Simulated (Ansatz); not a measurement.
Base system: RbSrBr$_{3}$ in the cubic perovskite structure (space group Pm-3m, No. 221; a = 5.946 Å; a hypothetical phase, not in the database extracts checked). Axes: x, y, z lie along the cube axes.

Method: r2SCAN (Ansatz, an electronic-structure program), no SOC.

One thing is altered: tensile biaxial strain of 3.86 % in the plane normal to [111], as in epitaxy on a mismatched substrate; the out-of-plane cell vector and the atoms relax.

Problem. What does the calculation give for the out-of-plane strain after the change?

Solution. The out-of-plane strain amounts to -4.52 %.

No phonon test of stability was made. Many cubic perovskites are stable only at high temperature; tilts and polar distortions were not tested.
